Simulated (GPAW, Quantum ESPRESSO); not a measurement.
A GPAW input for a self-consistent single point of SrGe2Ir2 (I4/mmm, 5 atoms in the cell) (DFT LDA (Perdew-Wang 92), plane waves, GPAW PAW datasets LDA (gpaw-data 1.0.1)):

```python
from ase import Atoms
from ase.units import GPa
from gpaw import GPAW, PW

atoms = Atoms(['Sr', 'Ge', 'Ge', 'Ir', 'Ir'],
              cell=[[-2.102135, 2.102135, 5.400770],
                    [2.102135, -2.102135, 5.400770],
                    [2.102135, 2.102135, -5.400770]],
              positions=[[0.000000, 0.000000, 0.000000],
                         [-0.000000, 0.000000, 3.982636],
                         [-0.000000, 0.000000, 6.818904],
                         [2.102135, 0.000000, 2.700385],
                         [0.000000, 2.102135, 2.700385]],
              pbc=True)

calc = GPAW(mode=PW(550),
            xc='LDA',
            kpts=(7, 7, 7),
            occupations={'name': 'methfessel-paxton', 'width': 0.136, 'order': 0},
            nbands=-9,
            symmetry={'symmorphic': False, 'tolerance': 0.0005},
            maxiter=150,
            txt='-')

atoms.calc = calc

energy = atoms.get_potential_energy()
print('Energy (eV):', round(energy, 6))
forces = atoms.get_forces()
print('Forces (eV/Ang):')
print(forces.round(5))
stress = atoms.get_stress()
print('Stress (GPa, Voigt):', (stress / GPa).round(4))
```

### Question
Give the Quantum ESPRESSO input for the same structure, mesh, smearing and functional.

### Answer
This is the input that was run; spellings and numerical settings could be chosen otherwise.

```fortran
&control
    calculation = 'scf',
    prefix = 'sr(geir)2',
    outdir = './tmp/',
    pseudo_dir = './',
    tprnfor = .true.,
    tstress = .true.,
/
&system
    ibrav = 0,
    celldm(1) = 11.6500136146,
    nat = 5,
    ntyp = 3,
    ecutwfc = 45,
    ecutrho = 450,
    occupations = 'smearing',
    smearing = 'gaussian',
    degauss = 0.0099958,
/
&electrons
    conv_thr = 1.0d-9,
    mixing_beta = 0.3,
/
ATOMIC_SPECIES
Sr    87.6200  Sr.pz-spn-kjpaw_psl.1.0.0.UPF
Ge    72.6300  Ge.pz-n-kjpaw_psl.1.0.0.UPF
Ir   192.2170  Ir.pz-n-kjpaw_psl.1.0.0.UPF
ATOMIC_POSITIONS alat
Sr    0.0000000000    0.0000000000    0.0000000000
Ge    0.0000000000    0.0000000000    0.6460156349
Ge    0.0000000000    0.0000000000    1.1060812295
Ir    0.3409832433    0.0000000000    0.4380242161
Ir    0.0000000000    0.3409832433    0.4380242161
K_POINTS automatic
7 7 7  0 0 0
CELL_PARAMETERS alat
  -0.3409832433     0.3409832433     0.8760484322
   0.3409832433    -0.3409832433     0.8760484322
   0.3409832433     0.3409832433    -0.8760484322
```

Basis, cutoffs, solver keys and any potentials are the target program's own. This input uses DFT, LDA (PZ), plane waves, PSlibrary PAW (LDA) pseudopotentials. LDA parametrisations can differ slightly between programs.

The starting cell comes from a database of computed structures (which also holds hypothetical and non-ambient phases and stackings), without a prior relaxation at this level.
